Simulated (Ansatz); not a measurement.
Response to strain in InPd

The parent structure is InPd in the CsCl type structure (space group Pm-3m, No. 221; a = 3.248 Å; relaxed with 0.1 eV smearing). Axes: x, y, z lie along the cube axes.

Strains are applied to the cell and any free atomic positions relax; under biaxial strain the out-of-plane vector relaxes too.

The values are results of PBEsol (Ansatz, a quantum-chemistry and plane-wave program), scalar-relativistic without spin-orbit coupling, not measurements.

Candidates:
(a) isotropic strain +2.12 %
(b) uniaxial strain ε_zz = −4.76 %
(c) biaxial strain +4.15 %, plane normal [001], relaxed out of plane
(d) tensor shear ε_xy = −1.33 %

Notes on the quantities. energy relative to the base: free energy F.

Question: Order them by energy relative to the base, highest first.

Answer: (a) isotropic strain +2.12 % (+27 meV/atom), (b) uniaxial strain ε_zz = −4.76 % (+21 meV/atom), (c) biaxial strain +4.15 %, plane normal [001], relaxed out of plane (+16 meV/atom), (d) tensor shear ε_xy = −1.33 % (+2.2 meV/atom)

Stability against distortions was not tested. All final runs are without spin polarisation.
